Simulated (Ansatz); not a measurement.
## How far PBE and PBEsol part for hypothetical diamond Bi, uniaxial strain ε_xx = −1.20 %

Take Bi in the diamond structure (space group Fd-3m, No. 227; a = 7.288 Å; a hypothetical phase, not in the database extracts checked; relaxed with 0.1 eV smearing) as the base. Axes: x, y, z lie along the cube axes.

(Cell as relaxed with PBE.)

Levels (all Ansatz, a program for electronic structure, PAW): PBE (420 eV, spin-orbit coupling left out); PBEsol (420 eV, spin-orbit coupling left out).

Each level relaxes its own structure.

```json
[
 {"base": "volume per atom", "PBE": "48.39 Å³", "PBEsol": "45.97 Å³"},
 {"base": "lattice parameter a", "PBE": "7.288 Å", "PBEsol": "7.165 Å"},
 {"base": "band gap", "PBE": "zero", "PBEsol": "zero"}
]
```

The change: uniaxial strain ε_xx = −1.20 %, all other strain components held at zero, atoms relaxed at fixed cell.

```csv
quantity,PBE,PBEsol
band gap,zero,…
"pressure (mean of the normal stresses, compression positive)",0.4 GPa,…
```

### Question
Given the PBE results, estimate those of PBEsol.

### Answer

- band gap, PBEsol: zero
- pressure (mean of the normal stresses, compression positive), PBEsol: 0.4 GPa

The two agree on the band gap and pressure. Neither level is exact; PBEsol is the comparison here, not a measurement.

No phonon test of stability was made.
